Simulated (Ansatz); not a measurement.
ZnS: response to strain

Consider ZnS in the zinc blende structure (space group F-43m, No. 216).

```xyz
2
Lattice="0.0000 2.6484 2.6484 2.6484 0.0000 2.6484 2.6484 2.6484 0.0000" Properties=species:S:1:pos:R:3 pbc="T T T"
Zn     0.0000     0.0000     0.0000
S      3.9726     3.9726     3.9726
```

Cartesian axes are those of the cell as printed.

Strains are applied to the cell and any free atomic positions relax; under biaxial strain the out-of-plane vector relaxes too.

Calculations: plane-wave PAW DFT at the LDA level (Ansatz, a quantum-chemistry and plane-wave program, 420 eV), scalar-relativistic without spin-orbit coupling.

```json
[
 {"biaxial strain, plane normal [001], relaxed out of plane (%)": "0", "band gap (eV)": "2.13"},
 {"biaxial strain, plane normal [001], relaxed out of plane (%)": "0.5", "band gap (eV)": "2.08"},
 {"biaxial strain, plane normal [001], relaxed out of plane (%)": "1", "band gap (eV)": "2.04"},
 {"biaxial strain, plane normal [001], relaxed out of plane (%)": "1.5", "band gap (eV)": "?"},
 {"biaxial strain, plane normal [001], relaxed out of plane (%)": "2", "band gap (eV)": "1.95"},
 {"biaxial strain, plane normal [001], relaxed out of plane (%)": "2.5", "band gap (eV)": "1.92"},
 {"biaxial strain, plane normal [001], relaxed out of plane (%)": "3", "band gap (eV)": "1.88"}
]
```

### Question
Fit E_g = E₀ + Dε (ε in %) to the rows shown and predict the withheld row.

### Answer
Least squares on the printed values gives E₀ = 2.12 eV, D = -82.9 meV per % of strain (largest residual 0.01 eV); this predicts 2.00 eV, and the run gives 2.00 eV, in agreement.

No phonon test of stability was made.
